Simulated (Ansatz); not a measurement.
Structures of equal composition on the (111) surface of fcc Cu: a layer of Re in place of the second plane; a layer of Re in place of the third plane. The slabs share one bottom face, and each structure is named by its start. These are constructed structures in small cells; real faces may alloy, dewet or reconstruct in larger ones, and not all known structures of the face are among them. Slabs of about 10 Å, Fermi-Dirac smearing of 0.1 eV. Bottom of the slabs: a bare face, its two planes held. Relaxed from the named starts with such symmetry as they have, on meshes of like density; energies extrapolated to zero smearing; spin only where a row says so; no spin-orbit coupling, no U. Brackets mark spin-polarised runs, whose order is one that fits the cell.

Computed with PBE (plane waves to 420 eV, PAW; Ansatz, a quantum-chemistry and plane-wave program).

Problem. Put the candidates in order of energy per 1x1 cell, lowest first, for PBE.

Solution. a layer of Re in place of the third plane (0.000 eV), a layer of Re in place of the second plane (0.183 eV)
